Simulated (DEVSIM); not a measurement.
System: Schottky contact on n-type GaP, at 250 K.

| layer (left to right) | material | thickness (μm) | Nd (cm⁻³) | τn (s) | τp (s) |
|---|---|---|---|---|---|
| 1 | GaP | 6.00 | 5.9e15 | 1.8e-7 | 1.8e-7 |
| 2 | GaP | 1.10 | 1.3e18 | 1.8e-7 | 1.8e-7 |

Left contact: Schottky, work function 5.2 eV, emission velocity 2.2e6 cm/s. Right contact: ohmic. Voltage is applied to the left contact. Recombination: SRH at mid-gap, radiative. Mobility is constant in doping.

This is a model device: material constants are rounded textbook-type values typed into the input, and sizes, dopings and lifetimes were drawn at random. Values at 300 K; Nc and Nv go as T^1.5, mobilities as T to minus their exponent, the gap by Varshni's rule with the affinity fixed.

| parameter | GaP |
|---|---|
| gap (eV) | 2.26 |
| affinity (eV) | 3.8 |
| permittivity | 11.1 |
| Nc (cm⁻³) | 1.8e19 |
| Nv (cm⁻³) | 1.9e19 |
| μn (cm²/Vs) | 250 |
| μp (cm²/Vs) | 150 |
| T exponent of μn | 1.6 |
| T exponent of μp | 1.98 |
| B (cm³/s) | 1e-13 |
| Varshni α (eV/K) | 0.00058 |
| Varshni β (K) | 372 |

DEVSIM, 1D drift-diffusion, Boltzmann statistics, complete ionisation; no tunnelling, impact ionisation, image-force lowering or self-heating. Metal contacts follow the ideal Schottky-Mott rule: no Fermi-level pinning, no interface dipoles.

The metal work function was swept, all else fixed.

| metal work function (eV) | dark forward voltage at 1 A/cm² (V) | potential step across the device at zero bias (V) | dark forward voltage at 100 A/cm² (V) |
|---|---|---|---|
| 5.05 | 0.929 | 1.199 | 1.220 |
| 5.1 | 0.979 | 1.249 | 1.270 |
| 5.15 | 1.029 | 1.299 | 1.320 |
| 5.2 | 1.079 | 1.349 | 1.370 |
| 5.25 | 1.129 | 1.399 | 1.420 |
| 5.3 | 1.179 | 1.449 | 1.470 |
| 5.35 | 1.229 | 1.499 | 1.520 |
| 5.4 | 1.279 | 1.549 | 1.570 |

From the first row to the last the dark forward voltage at 1 A/cm² goes from 0.929 to 1.279. From the first row to the last the potential step across the device at zero bias goes from 1.199 to 1.549.
